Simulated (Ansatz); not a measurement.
Start from Ce in the fcc (Cu type) structure (space group Fm-3m, No. 225; a = 4.590 Å; relaxed with 0.1 eV smearing). Axes: x, y, z lie along the cube axes.

Level of theory: plane-wave PAW DFT at the PBEsol level (Ansatz, a program for electronic structure, 420 eV), no SOC, earlier PAW set.

It is then changed as follows: biaxial strain −3.67 %, plane normal [111], relaxed out of plane (Cartesian); in-plane vectors clamped, the third vector and the atoms free.

Question: Estimate the effect on the ratio −ε⊥/ε∥, in-plane stress and energy relative to the base.

Answer: The ratio −ε⊥/ε∥ is 0.29; the mean in-plane stress (compression positive) amounts to +5.4 GPa; the energy grows by 29 meV/atom.

Open 4f shells without U are poorly described, and the f state was not checked. No phonon test of stability was made. Seeded moments were not kept for the base. All final runs are without spin polarisation.
